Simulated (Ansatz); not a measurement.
Take LiNbO3 (space group R3c, No. 161) as the base.

```xyz
10
Lattice="2.5949 1.4982 4.6715 -2.5949 1.4982 4.6715 0.0000 -2.9964 4.6715" Properties=species:S:1:pos:R:3 pbc="T T T"
Li     0.0000     0.0000     3.9344
Li     0.0000     0.0000    10.9417
Nb     0.0000     0.0000    14.0075
Nb     0.0000     0.0000     7.0003
O     -0.6422    -1.4587     5.5444
O      1.5844     0.1732     5.5444
O     -0.9421     1.2855     5.5444
O     -1.6528    -0.2127     7.8802
O      0.6422     1.5377     7.8802
O      1.0106    -1.3250     7.8802
```

Cartesian axes are those of the cell as printed.

Level of theory: PBE in Ansatz (plane waves to 420 eV, PAW, scalar-relativistic without spin-orbit coupling).

Perturbation: uniaxial strain ε_zz = +0.75 %, all other strain components held at zero, atoms relaxed at fixed cell.

Problem. Predict the stress tensor and what it implies for the stiffness.

Solution. Stress of the strained cell less that of the base (GPa, compression positive):
```
  -0.42    0.00    0.00
   0.00   -0.42    0.00
   0.00    0.00   -1.59
```

Then −Δσ_ii/ε with ε = 0.0075 gives relaxed-ion elastic constants: C33 ≈ 211 GPa, C13 ≈ 56 GPa and C23 ≈ 56 GPa.

Stability against distortions was not tested.

Ansatz is a first-principles code.
